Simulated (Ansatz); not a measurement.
The parent structure is an 8-atom supercell of SnO in the litharge type structure (space group P4/nmm, No. 129; a = 3.793 Å, c = 4.764 Å; layered, stacked along the Cartesian z axis) at its relaxed geometry.

The values are results of r2SCAN+rVV10 (Ansatz, a program for electronic structure), no spin-orbit coupling, not measurements.

One neutral defect a cell, atoms relaxed at fixed cell.

One change was made to it. Results:

The pressure goes from zero to -1.1 GPa; the largest displacement of a host atom from its site in the perfect cell amounts to 0.04 Å.

### Question
Name the change that was made.
A. Sn interstitial (started 2.08 Å from the nearest host atom)
B. Sn on a O site (antisite), symmetric start
C. Cu on a Sn site

### Answer
C, Cu on a Sn site. For comparison, the pressure in the other runs: Sn interstitial (started 2.08 Å from the nearest host atom) gives 19.9 GPa; Sn on a O site (antisite), symmetric start gives 11.8 GPa.

The cell is small, so the values are those of an ordered compound at a high defect concentration; dilute-limit values will differ. A case with no gap was solved on a k-mesh chosen for an insulator, which is coarse for it. Defects with a symmetric start kept the site's symmetry and may sit on a saddle; the others started slightly shaken. No Hubbard U is applied and the magnetic state is the run's own (CuSn3O4 not spin-polarised); small cells can't hold the antiferromagnetic order that many such compounds have, so gaps and moments can be off. The final runs are not spin-polarised.
